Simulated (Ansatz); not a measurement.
**NaF (model structure, started from the CsCl type, Pm-3m, No. 221, 2 atoms in the cell)**

All values below come from r²SCAN (plane waves, PAW; Ansatz, a first-principles code).

Run with plane-wave cutoff 560 eV, 12×12×12 k mesh, Fermi–Dirac smearing 0.01 eV, scalar-relativistic PAW data made under PBE.

Cell (relaxed at this level):

NaF is modelled in the cubic space group Pm-3m (No. 221), the CsCl type structure, Pearson symbol cP2. Cell: a = 2.7935 Å, b = 2.7935 Å, c = 2.7935 Å, α = 90.00°, β = 90.00°, γ = 90.00°. Na on 1a has 8 F at 2.419 Å (cubic). F on 1b has 8 Na at 2.419 Å (cubic). (Neighbours: up to the widest gap in distance over summed covalent radii, below 1.35, at either atom; cation-cation and far metal-metal contacts left out.)

For NaF (model structure, started from the CsCl type, Pm-3m, No. 221, 2 atoms in the cell), the band gap comes out as 7.06 eV (indirect) and the smallest direct gap on the k points sampled comes out as 7.40 eV.

Note: the relaxation could raise the start's symmetry but not lower it, so the cell can be a saddle point.

Computed values are for the static lattice.

It cost very roughly 6 core-seconds of CPU time.

A model structure was made by putting elements into a prototype or built by hand; it is no filed structure, need not be a known phase, and can be a saddle point held by its symmetry.
